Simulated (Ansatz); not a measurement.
## Hypothetical Pm-3n SiC, response to strain

Base system: SiC (space group Pm-3n, No. 223; a = 5.331 Å; a hypothetical phase, not in the database extracts checked). Axes: x, y, z lie along the cube axes.

Strains are applied to the cell and any free atomic positions relax; under biaxial strain the out-of-plane vector relaxes too.

All numbers come from PBEsol (Ansatz, a first-principles code), scalar-relativistic without spin-orbit coupling.

Notes on the quantities. energy relative to the base: free energy F.

```csv
variant,energy relative to the base,electron mass,band gap,shortest interatomic distance
base,0 meV/atom,"0.51 mₑ along k, 0.35 mₑ across (off the special points)",1.75 eV,1.885 Å
"biaxial strain −2.15 %, plane normal [001], relaxed out of plane",___,–,___,___
isotropic strain +2.54 %,+37 meV/atom,"0.52 mₑ along k, 0.34 mₑ across (off the special points)",1.73 eV,1.933 Å
uniaxial strain ε_zz = −1.31 %,+2.7 meV/atom,"0.48 mₑ along k, 0.35 mₑ across (off the special points)",1.56 eV,1.874 Å
tensor shear ε_yz = −0.73 %,+0.7 meV/atom,"0.49 mₑ along k, 0.35 mₑ across (off the special points)",1.73 eV,1.883 Å
```

Question: Complete the table.

Answer: 
- biaxial strain −2.15 %, plane normal [001], relaxed out of plane, energy relative to the base: +16 meV/atom
- biaxial strain −2.15 %, plane normal [001], relaxed out of plane, band gap: 1.54 eV
- biaxial strain −2.15 %, plane normal [001], relaxed out of plane, shortest interatomic distance: 1.854 Å

Masses are band curvatures over ±0.01 Å⁻¹ around the edge. Along k means along the line from Γ to the band edge. Stability against distortions was not tested. k-point labels follow each cell's own Brillouin zone.
